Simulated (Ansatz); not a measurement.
The starting structures come from a database of crystals and need not be the phases stable at ambient conditions.

Crystal: BiTeI (P3m1, not sure to be the ambient phase, 3 atoms a cell, 37.1 Å³ an atom); planes in its conventional cell.

The numbers are results of PBEsol (plane waves, PAW; Ansatz, a program for electronic structure), not measurements.

The gap is the functional's own. No spin-orbit coupling. Mid-gap values are interpolated on the energy grid.

| plane | area of the cell (Å²) | mid-gap κ (1/Å) | largest κ in the gap (1/Å) |
|---|---|---|---|
| (111) | 53.9 | 0.12 | 0.12 |
| (110) | 51.3 | 0.12 | 0.12 |
| (001) | 16.3 | … | … |

Problem. The slowest decay depends on the direction. Supply the withheld values.

Solution. 
- (001), mid-gap κ (1/Å): 0.16
- (001), largest κ in the gap (1/Å): 0.16
